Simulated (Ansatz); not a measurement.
Relaxation of cell and atoms of BaLaMnInO6 (F-43m, 10 atoms in the cell) at several settings

```
CELL_PARAMETERS angstrom
      0.00000     4.05574     4.05574
      4.05574     0.00000     4.05574
      4.05574     4.05574     0.00000
ATOMIC_POSITIONS crystal
  Ba 0.00000 0.00000 0.00000
  La 0.50000 0.50000 0.50000
  Mn 0.75000 0.75000 0.75000
  In 0.25000 0.25000 0.25000
  O  0.51265 0.98735 0.51265
  O  0.98735 0.51265 0.51265
  O  0.98735 0.51265 0.98735
  O  0.51265 0.98735 0.98735
  O  0.51265 0.51265 0.98735
  O  0.98735 0.98735 0.51265
```
Moments meant for the start (each program seeds them in its own way; μB, in the order of the atoms Ba La Mn In O O O O O O): 0.0 0.0 4.0 0.0 0.0 0.0 0.0 0.0 0.0 0.0.

Base: PBEsol+U, default PAW files made with PBE (Ansatz, an electronic-structure program). Its settings: basis.ecutwfc = 420 eV; kpoints.mp_grid.grid = 4 4 4; hamiltonian.xc = pbesol; hamiltonian.pseudopotentials = {kind: paw} (the program's default PAW files); hamiltonian.hubbard.sites = [{species: Mn, l: d, u_eff: 3.9}] eV; magnetization.spin_polarized = true; scf.occupations.method = gaussian; scf.occupations.width = 0.01 eV. Starting volume 13.34 Å³ per atom.

Each line gives the change from the base single point and the result:

- hamiltonian.xc: pbesol → lda; relax: default → cell and atoms [DFT, LDA (PW92)+U, plane waves, default PAW files made with PBE]: pressure 0.00 GPa; largest force (vector length) 0.003 eV/Å; final cell a = 5.584 Å, b = 5.584 Å, c = 5.584 Å, α = 60.00°, β = 60.00°, γ = 60.00°; final volume per atom 12.31 Å³; relaxation steps 8.
- relax: default → cell and atoms: pressure -0.01 GPa; final cell a = b = c = 5.641 Å, α = β = γ = 60.00°; final volume per atom 12.69 Å³; relaxation steps 8; free energy against the base single point -16.2 meV/atom.

The starting cell comes from a database of computed structures (which also holds hypothetical and non-ambient phases and stackings), without a prior relaxation at this level. With one magnetic atom in the cell only a parallel order is possible. With U or open f shells several self-consistent states can exist. Ansatz's pressure includes its estimate of the finite-basis (Pulay) stress.

These are the values that this program gave, and no reference: magnets with a U can end in a higher state.

Left out of this page: 1 run of the series with a known weakness of the program.

Keys are those of Ansatz 0.2.
